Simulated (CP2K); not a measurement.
CP2K is run on KZnCl₃ (Pnma, 20 atoms in the cell), and the run fails. The aim is a self-consistent single point with DFT PBE, GPW, DZVP-MOLOPT-SR-GTH basis, GTH-PBE potentials (GTH_POTENTIALS).

This input was run:

```
&GLOBAL
  PROJECT calc
  RUN_TYPE ENERGY_FORCE
  PRINT_LEVEL LOW
&END GLOBAL
&FORCE_EVAL
  METHOD Quickstep
  STRESS_TENSOR ANALYTICAL
  &DFT
    BASIS_SET_FILE_NAME BASIS_MOLOPT
    POTENTIAL_FILE_NAME GTH_POTENTIALS
    &QS
      METHOD GPW
      EPS_DEFAULT 1E-11
    &END QS
    &MGRID
      CUTOFF 600
      REL_CUTOFF 50
      NGRIDS 5
    &END MGRID
    &SCF
      SCF_GUESS ATOMIC
      EPS_SCF 1E-7
      MAX_SCF 3
      ADDED_MOS 27
      &DIAGONALIZATION
        ALGORITHM STANDARD
      &END DIAGONALIZATION
      &MIXING
        METHOD BROYDEN_MIXING
        ALPHA 0.2
        NBUFFER 8
        BETA 1
      &END MIXING
      &SMEAR ON
        METHOD MARZARI_VANDERBILT
        SIGMA [eV] 0.1
      &END SMEAR
    &END SCF
    &KPOINTS
      SCHEME MONKHORST-PACK 3 2 3
      GAMMA_CENTERED T
    &END KPOINTS
    &XC
      &XC_FUNCTIONAL PBE
      &END XC_FUNCTIONAL
    &END XC
    &PRINT
      &MO
        EIGENVALUES T
        OCCUPATION_NUMBERS T
        NDIGITS 8
        FILENAME mo
        &EACH
          QS_SCF 0
        &END EACH
        ADD_LAST NUMERIC
      &END MO
      &MULLIKEN OFF
      &END MULLIKEN
    &END PRINT
  &END DFT
  &SUBSYS
    &CELL
      A 6.90317100 0.00000000 0.00000000
      B 0.00000000 9.74036500 0.00000000
      C 0.00000000 0.00000000 6.88012800
      PERIODIC XYZ
    &END CELL
    &COORD
      SCALED
      K        0.48770000     0.25000000     0.99160000
      K        0.98770000     0.25000000     0.50840000
      K        0.51230000     0.75000000     0.00840000
      K        0.01230000     0.75000000     0.49160000
      Zn       0.00000000     0.00000000     0.00000000
      Zn       0.50000000     0.50000000     0.50000000
      Zn       0.00000000     0.50000000     0.00000000
      Zn       0.50000000     0.00000000     0.50000000
      Cl       0.03130000     0.25000000     0.05860000
      Cl       0.53130000     0.25000000     0.44140000
      Cl       0.96870000     0.75000000     0.94140000
      Cl       0.46870000     0.75000000     0.55860000
      Cl       0.28800000     0.53700000     0.21300000
      Cl       0.78800000     0.96300000     0.28700000
      Cl       0.71200000     0.03700000     0.78700000
      Cl       0.21200000     0.46300000     0.71300000
      Cl       0.71200000     0.46300000     0.78700000
      Cl       0.21200000     0.03700000     0.71300000
      Cl       0.28800000     0.96300000     0.21300000
      Cl       0.78800000     0.53700000     0.28700000
    &END COORD
    &KIND K
      BASIS_SET DZVP-MOLOPT-SR-GTH
      POTENTIAL GTH-PBE-q9
    &END KIND
    &KIND Zn
      BASIS_SET DZVP-MOLOPT-SR-GTH
      POTENTIAL GTH-PBE-q12
    &END KIND
    &KIND Cl
      BASIS_SET DZVP-MOLOPT-SR-GTH
      POTENTIAL GTH-PBE-q7
    &END KIND
  &END SUBSYS
  &PRINT
    &FORCES ON
    &END FORCES
    &STRESS_TENSOR ON
    &END STRESS_TENSOR
  &END PRINT
&END FORCE_EVAL
```

Log, with long lists cut:

```
 SCF WAVEFUNCTION OPTIMIZATION

  Step     Update method      Time    Convergence         Total energy    Change
     1 NoMix/Diag. 0.20E+00      -     2.01902694      -536.2479742433 -5.36E+02
     2 Broy./Diag. 0.20E+00      -     0.03026747      -531.6491354654  4.60E+00
     3 Broy./Diag. 0.20E+00      -     0.12885241      -534.1750826107 -2.53E+00
  Leaving inner SCF loop after reaching     3 steps.

  Overlap energy of the core charge distribution:               0.00000000030527
  Self energy of the core charge distribution:               -951.66317149690667
  Core Hamiltonian energy:                                    251.92284432187432
   [... lines left out ...]
  Fermi energy:                                                 0.09469640644281
  Total energy:                                              -534.17508261066132
   [... lines left out ...]
 * [ABORT]                                                                     *
 *  \___/     SCF run NOT converged. To continue the calculation regardless,   *
 *    |             please set the keyword IGNORE_CONVERGENCE_FAILURE.         *
 *  O/|                                                                        *
 * /| |                                                                        *
 * / \                                                            qs_scf.F:702 *
 *******************************************************************************

 ===== Routine Calling Stack =====

            4 scf_env_do_scf
            3 qs_energies
            2 qs_forces
            1 CP2K
Abort(1) on node 0 (rank 0 in comm 0): application called MPI_Abort(MPI_COMM_WORLD, 1) - process 0
```

What caused this, and what should be changed?

The fault is an iteration limit that is too low. The loop is cut before its threshold is met, so whatever is printed at the end is not self-consistent. To fix it, raise the limit, or leave it to the default. The run ended unconverged after 3 iterations.

An input that runs soundly differs in these lines (not the only fix; some lines may just follow from the change or write a value another way):
```diff
-      MAX_SCF 3
+      MAX_SCF 100
```

With that input, the run converged in 22 iterations: free energy E − TS -14579.9417 eV; top of the valence band (on the code's own zero) 1.29 eV; gap on the k-point mesh 2.35 eV; pressure 1.93 GPa; largest force (vector length) 0.372 eV/Å (DFT PBE, GPW, DZVP-MOLOPT-SR-GTH basis, GTH-PBE potentials (GTH_POTENTIALS)).

On the sound input: the starting cell was generated: these elements placed on a structure prototype, without a prior relaxation; it need not be a known phase or ordering of this composition. Values carry the incompleteness of an atom-centred basis.
